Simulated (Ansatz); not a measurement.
Consider CdSe in the wurtzite structure (space group P6_3mc, No. 186; a = 4.248 Å, c = 6.941 Å).

Level of theory: Kohn–Sham DFT with the LDA functional, run in Ansatz (an electronic-structure program) with PAW and 420 eV plane waves, no spin-orbit coupling.

Strains are applied to the cell and any free atomic positions relax.

One change was made to it. Results:

The electron mass becomes 0.032 mₑ (at Γ) (base: 0.047 mₑ (at Γ)); the energy grows by 35 meV/atom; the band gap drops by 0.186 eV to 0.28 eV; the pressure (mean of the normal stresses, compression positive) goes from zero to -4.15 GPa.

What was done to the base?
(A) isotropic strain +0.60 %
(B) isotropic strain +3.00 %
(C) isotropic strain +1.20 %

B, isotropic strain +3.00 %. For comparison, the band gap in the other runs: isotropic strain +1.20 % gives 0.39 eV; isotropic strain +0.60 % gives 0.42 eV.

Effective masses come from finite differences of ±0.01 Å⁻¹. Stability against distortions was not tested. A zero or small gap of CdSe under isotropic strain +3.00 % can be the functional's error rather than a property of the material.
